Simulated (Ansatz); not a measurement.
The reference is AlN in the wurtzite structure (space group P6_3mc, No. 186; a = 3.1138 Å, c = 4.9836 Å). Axes: x lies along a and z along c of the hexagonal cell.

One thing is altered: compressive biaxial strain of 2.28 % in the plane normal to [001], as in epitaxy on a mismatched substrate; the out-of-plane cell vector and the atoms relax.

Levels (all Ansatz, a first-principles code, PAW): PBEsol (420 eV, no spin-orbit coupling); PBEsol+SOC (420 eV, with spin-orbit coupling).

The geometry is relaxed with PBEsol.

PBEsol valence-band top at Γ: 0.00, 0.00, -0.11 eV
PBEsol electron mass: 0.28 mₑ out of plane, 0.32 mₑ in plane (at Γ)
PBEsol band gap: 4.45 eV

With PBEsol+SOC at the same geometry, the valence-band top at Γ (three highest Kramers pairs, from the VBM) goes from 0.00, 0.00, -0.11 eV to 0.00, -0.01, -0.12 eV; the electron mass remains 0.28 mₑ out of plane, 0.32 mₑ in plane (at Γ); the band gap is nearly the same (4.45 eV against 4.44 eV).

Single points use the geometry relaxed with PBEsol. The spin-orbit shifts are approximate. Effective masses come from finite differences of ±0.01 Å⁻¹. Whether these cells are dynamically stable was not tested.
